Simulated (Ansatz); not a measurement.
## A computed series for Hf: response to strain

The parent structure is Hf in the hcp (Mg type) structure (space group P6_3/mmc, No. 194; a = 3.1983 Å, c = 5.0488 Å; relaxed with 0.1 eV smearing).

Strains are applied to the cell and any free atomic positions relax.

Calculations: r2SCAN, PAW, 500 eV (Ansatz, a quantum-chemistry and plane-wave program; no spin-orbit coupling).

Notes on the quantities. pressure: mean of the normal stresses, compression positive; energy relative to the base: free energy F.

```json
[
 {"case": "base", "pressure": "0.0 GPa", "energy relative to the base": "0 meV/atom", "volume per atom": "22.36 Å³"},
 {"case": "isotropic strain −3.00 %", "pressure": "[?]", "energy relative to the base": "+67 meV/atom", "volume per atom": "20.41 Å³"},
 {"case": "isotropic strain −2.50 %", "pressure": "9.5 GPa", "energy relative to the base": "+46 meV/atom", "volume per atom": "20.73 Å³"},
 {"case": "isotropic strain −2.00 %", "pressure": "[?]", "energy relative to the base": "+29 meV/atom", "volume per atom": "21.05 Å³"},
 {"case": "isotropic strain −1.50 %", "pressure": "[?]", "energy relative to the base": "+16 meV/atom", "volume per atom": "21.37 Å³"},
 {"case": "isotropic strain −1.00 %", "pressure": "3.5 GPa", "energy relative to the base": "+7.1 meV/atom", "volume per atom": "21.70 Å³"},
 {"case": "isotropic strain −0.50 %", "pressure": "1.7 GPa", "energy relative to the base": "+1.7 meV/atom", "volume per atom": "22.03 Å³"}
]
```

**Question.** Complete the table.

**Answer.** 
- isotropic strain −3.00 %, pressure: 11.7 GPa
- isotropic strain −2.00 %, pressure: 7.4 GPa
- isotropic strain −1.50 %, pressure: 5.4 GPa

Stability against distortions was not tested. The final runs are not spin-polarised.
